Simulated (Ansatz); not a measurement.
**Effective masses and thermopower of monolayer P**

Input:

```yaml
crystal:
  lattice:
    - [4.61922, 0.00000, 0.00000]
    - [0.00000, 3.30458, 0.00000]
    - [0.00000, 0.00000, 18.13081]
  atoms:
    - { symbol: P, position: [0.58868, 0.00000, 0.55811] }
    - { symbol: P, position: [0.91132, 0.50000, 0.55811] }
    - { symbol: P, position: [0.41132, 0.00000, 0.44189] }
    - { symbol: P, position: [0.08868, 0.50000, 0.44189] }
```

Level of theory: HSE06, rigid bands (plane waves, PAW, scalar-relativistic; Ansatz, a program for electronic structure). How the cell was made: cell and atoms relaxed with PBE.

The band gap is 1.58 eV, the electron conductivity mass (300 K, dilute) comes out as 0.183 (x), 1.14 (y) mₑ and the hole conductivity mass (300 K, dilute) is 0.170 (x), 3.1 (y) mₑ. The effective density of states N_c (300 K) comes out as 4.9e12 cm⁻² and the effective density of states N_v (300 K) is 1.0e13 cm⁻². The Seebeck coefficient, n-type 1.8e12 cm⁻², 300 K is -257 μV/K and the Seebeck coefficient, p-type 1.8e12 cm⁻², 300 K is 314 μV/K.

Rigid bands; masses and Seebeck coefficients take one relaxation time τ for all states and one kind of carrier; polarons and phonon drag are left out. Spin-orbit coupling is left out; where it splits the top of the valence band, N_v and the p-type Seebeck coefficient come out somewhat high without it. Geometry: cell and atoms relaxed with PBE.
